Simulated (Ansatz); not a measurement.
Structures of equal composition on the (000-1) surface of 4H silicon carbide (C plane on top): 2x2 Si adatom at H3; 2x2 Si adatom at T1; 2x2 Si adatom at T4. The slabs share one bottom face, and each structure is named by its start. These are constructed structures in small cells; real faces may alloy, dewet or reconstruct in larger ones, and not all known structures of the face are among them. Slabs of about 11 Å with all that they carry, Fermi-Dirac smearing of 0.025 eV. Bottom of the slabs: H caps. Relaxed from the named starts with such symmetry as they have, on meshes of like density; energies extrapolated to zero smearing; no spin-orbit coupling, no U. Spin-polarised runs, if any, are marked in brackets, and their order is one that fits the cell; the others ran without spin. Where a second, spin-polarised start was run, the lower counts.

Host crystal: 4H silicon carbide, with a band gap (PBE, scalar-relativistic without spin-orbit coupling).

All values below come from PBE (plane waves to 420 eV, PAW; Ansatz, a program for electronic structure).

Put the candidates in order of energy per 1x1 cell, lowest first, for PBE.

2x2 Si adatom at H3 (0.000 eV), 2x2 Si adatom at T4 (0.289 eV, a narrow gap of 0.08 eV by band count), 2x2 Si adatom at T1 (0.677 eV, no gap over 0.04 eV on the mesh)
